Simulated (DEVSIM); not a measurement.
Structure: Al/AlN/p-Ge capacitor, at 400 K.

Layer 1 from the left is AlN, thickness (nm) 22.0. Layer 2 from the left is Ge, thickness (nm) 4300, Na (cm⁻³) 1.9e16.

Metal gate on the left, work function 4.1 eV. Fixed charge at the semiconductor interface 5.4e11 cm⁻² (in units of +e); no interface traps.

The device is made up for the run: typed textbook-type constants, with dimensions and the other settings drawn at random. Values at 300 K; Nc and Nv go as T^1.5, mobilities as T to minus their exponent, the gap by Varshni's rule with the affinity fixed.

AlN: gap (eV) 6.1, affinity (eV) 1.9, permittivity 8.5. Ge: gap (eV) 0.664, affinity (eV) 4, permittivity 16, Nc (cm⁻³) 1.04e19, Nv (cm⁻³) 6e18, Varshni α (eV/K) 0.000477, Varshni β (K) 235.

**Question.** Estimate by hand the flat-band voltage, the threshold voltage, and compare with a numerical solution.

**Answer.** 
- Flat-band voltage: C = 0.342 μF/cm², work-function difference -0.311 V; VFB = φms − qNf/C = -0.56 V; numerical -0.56 V.
- Threshold voltage: φF = 0.089 V, depletion charge √(4εqNφF) = 3.93e-8 C/cm²; VT = VFB + 2φF + Qd/C = -0.27 V; numerical -0.27 V.

Model (solved in DEVSIM): 1D Poisson equation in equilibrium, Boltzmann statistics, complete ionisation; no quantum confinement or tunnelling. Metal contacts follow the ideal Schottky-Mott rule: no Fermi-level pinning, no interface dipoles.
